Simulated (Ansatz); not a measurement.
```
CELL_PARAMETERS angstrom
      3.07569     0.00000     0.00000
     -1.53784     2.66363     0.00000
      0.00000     0.00000    10.07065
ATOMIC_POSITIONS crystal
  Si 0.66667 0.33333 0.93784
  Si 0.33333 0.66667 0.43784
  Si 0.00000 0.00000 0.68789
  Si 0.00000 0.00000 0.18789
  C  0.66667 0.33333 0.74980
  C  0.33333 0.66667 0.24980
  C  0.00000 0.00000 0.50046
  C  0.00000 0.00000 0.00046
```

Space group of this cell: P6_3mc. The cell is taken as given.

Method: r2SCAN (plane waves, PAW; Ansatz, an electronic-structure program).

The current runs along the normal of the first two printed vectors; no spin-orbit coupling. Scaled by the factor s: both lengths across the current (ions clamped). Meshes 12×12×4 and 12×12 across the current in all rows.

```csv
s,mean pressure (GPa),band gap (eV)
0.98,10.6,2.51
1.00,0.4,2.60
1.02,-7.9,?
```

**Question.** Take the slope of the band gap against ln s from the two given rows, extrapolate to s = 1.02, and say what the run there gives.

**Answer.** Slope = (2.51 − 2.60) / ln 0.98 = 4.45 eV. The line gives 2.60 + (4.45) × ln 1.02 = 2.69 eV. The run gives 2.61 eV, 0.08 eV under the line, 89 % of the predicted step.
